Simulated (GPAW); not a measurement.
GPAW is run on Li2Sn5 (P4/mbm, 14 atoms in the cell), and the run fails. The aim is a self-consistent single point with DFT PBEsol, plane waves, GPAW PAW datasets PBEsol (made by gpaw-setup).

Cell that was meant: a = 10.4797 Å, b = 10.4797 Å, c = 3.1637 Å, α = 90.00°, β = 90.00°, γ = 90.00°.

Part of the input:

```python
            nbands=-20,
            convergence={'forces': 0.001},
            symmetry={'symmorphic': False, 'tolerance': 0.0005},
            maxiter=3)

atoms.calc = calc
```

Output, abridged:

```
     iter     time        total  log10-change:
                         energy   eigst   dens  force
iter:   1 --:--:--   -56.076878
iter:   2 --:--:--   -56.076683   -1.22  -1.55
iter:   3 --:--:--   -55.684366   -1.68  -1.57

Did not converge!

Here are some tips:

1) Make sure the geometry and spin-state is physically sound.
2) Use less aggressive density mixing.
3) Solve the eigenvalue problem more accurately at each scf-step.
4) Use a smoother distribution function for the occupation numbers.
5) Try adding more empty states.
6) Use enough k-points.
7) Don't let your structure optimization algorithm take too large steps.
8) Solve the Poisson equation more accurately.
9) Better initial guess for the wave functions.

See details here:

    https://gpaw.readthedocs.io/documentation/convergence.html
Traceback (most recent call last):
   [... frames left out ...]
gpaw.KohnShamConvergenceError: Did not converge!  See text output for help.
```

### Question
What caused this, and what should be changed?

### Answer
The fault is an iteration limit that is too low. The loop is cut before its threshold is met, so whatever is printed at the end is not self-consistent. To fix it, raise the limit, or leave it to the default. The run ended unconverged after 3 iterations.

An input that runs soundly differs in these lines (not the only fix; some lines may just follow from the change or write a value another way):
```diff
-            maxiter=3)
+            maxiter=120)
```

With that input, the run converged in 25 iterations: free energy E − TS (from the program's reference atoms) -55.7085 eV; Fermi level (on the code's own zero) 5.35 eV; pressure -2.96 GPa; largest force (vector length) 0.112 eV/Å (DFT PBEsol, plane waves, GPAW PAW datasets PBEsol (made by gpaw-setup)).

On the sound input: the starting cell comes from a database of computed structures (which also holds hypothetical and non-ambient phases and stackings), without a prior relaxation at this level. Its lattice was rescaled by a random factor within 2.5 % of one. Without a gap this mesh is coarse (it stands for a supercell whose shortest vector is 16 Å).
